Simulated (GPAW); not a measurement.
# Equation of state of wurtzite ZnS (space group 186): energy against volume (GPAW, PBE)

```
CELL_PARAMETERS angstrom
      3.75208     0.00000     0.00000
     -1.87604     3.24939     0.00000
      0.00000     0.00000     6.14869
ATOMIC_POSITIONS crystal
  Zn 0.33333 0.66667 0.00000
  Zn 0.66667 0.33333 0.50000
  S  0.33333 0.66667 0.37500
  S  0.66667 0.33333 0.87500
```

Method of the run: PBE, GPAW PAW datasets PBE (gpaw-data 1.0.1) (plane waves; GPAW). Settings: mode = pw; ecut = 780 eV; xc = PBE; kpts = 10 10 5; mesh shift (steps) = 0 0 0; occupations.name = fermi-dirac; occupations.width = 0.01 eV; nbands = -4; convergence.bands = -2; symmetry.symmorphic = false; symmetry.tolerance = 0.0005; maxiter = 100. The cell above is the first row's. The rows scale it uniformly. In all rows fractional positions and the k mesh are held. E is the free energy at the stated smearing, counted from the lowest row.

| V (Å^3/atom) | E (meV/atom) |
|---|---|
| 18.741 | 26.08 |
| 19.149 | 12.91 |
| 19.556 | 4.50 |
| 19.963 | 0.34 |
| 20.371 | 0.00 |
| 20.778 | 3.08 |
| 21.186 | 9.22 |
| 21.593 | 18.11 |
| 22.001 | ? |

Question: Using the third-order Birch-Murnaghan form, a cubic in V^(-2/3), estimate the missing E at V = 22.001 from the other rows, showing the fit.

Answer: With u = V^(-2/3) - 0.135, the rows have u = 0.006733, 0.004713, 0.002767, 0.000889, -0.000932, -0.002689, -0.004393, -0.006039. Least squares gives E = -0.274 + 213.14·u + 544261·u² + 811216·u³. Residuals (row less fit): -0.002, 0.005, 0.000, -0.006, 0.001, 0.008, -0.004, 0.001; standard error 0.006 (degrees of freedom: 4). Its minimum lies at u = -0.000196, so V0 = (0.134804)^(-3/2) = 20.20. There d²E/du² = 1088000 and d³E/du³ = 4867000, so B0 = (4/9) × 20.20^(-7/3) × 1088000 × 0.160218 = 69.7 GPa (the last factor turns the table's units into GPa), and B0' = 4 + (2/3) × 0.134804 × (4867000)/1088000 = 4.4. The program's pressures in the fitted runs (not shown) pass through zero at V = 20.19, 0.06 % from this V0. At the withheld row, u = -0.007638, so E = -0.274 + 213.14 × (-0.007638) + 544261 × (-0.007638)² + 811216 × (-0.007638)³ = 29.488 meV/atom. The calculation gives 29.46 meV/atom, 0.028 meV/atom below the prediction (0.1 % of the range of E in the table). The row lies outside the fitted rows, so this is an extrapolation. From the scatter of the fitted rows alone, a prediction at this place has a standard error of 0.015 meV/atom, so the miss is 1.9 times that.

Carrying the step between the two nearest rows on in a straight line would have given 27.02, off by 2.44; series whose last step already gives the withheld value aren't shown. The scan was laid around a cell of about the measured size, scaled by a guess for this functional; axis ratios and inner coordinates come from that cell. This is the high-temperature polymorph. The runs keep the symmetry of the cell, so they don't test it for distortions. The shape of the cell and the inner coordinates aren't relaxed, so V0 and B0 belong to this uniform scaling; a relaxed crystal lies no higher in energy and is usually softer (forces reach 0.03 eV/Å in these rows). Cutoffs and mesh are single choices, not tested for convergence of this quantity. Series with a scatter that would blur these digits, or in which a gap closes, are not shown. Nor are scans whose minimum lies at an end fitted in this form.
